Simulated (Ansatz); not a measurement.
The starting structures come from a database of crystals and need not be the phases stable at ambient conditions.

 Where the default PAW files enter, the runs use the earlier of Ansatz's two default sets.

By PBEsol, the system below comes out a metal.

Without scattering a metal conducts by its projected Fermi surface.

```
CELL_PARAMETERS angstrom
      3.43884     0.00000     0.00000
      0.01433     4.85246     0.00000
     -1.70963    -0.00510     1.66780
ATOMIC_POSITIONS crystal
  P  0.00000 0.25057 0.00000
  P  0.00000 0.74943 0.00000
```

Space group of this cell: P-1. The cell is strained (lengths along the current scaled by 0.97, ions clamped); by PBEsol its mean pressure is 2.5 GPa.

The current flows along the normal of the first two printed cell vectors. No spin-orbit coupling; the value is a mean over 0.1 eV about the Fermi level.

Question: Estimate the ballistic conductance per area that PBEsol run with Ansatz (a program for electronic structure) returns for this system.

Answer: 1.4 × 10¹⁵ S/m² for both spins.
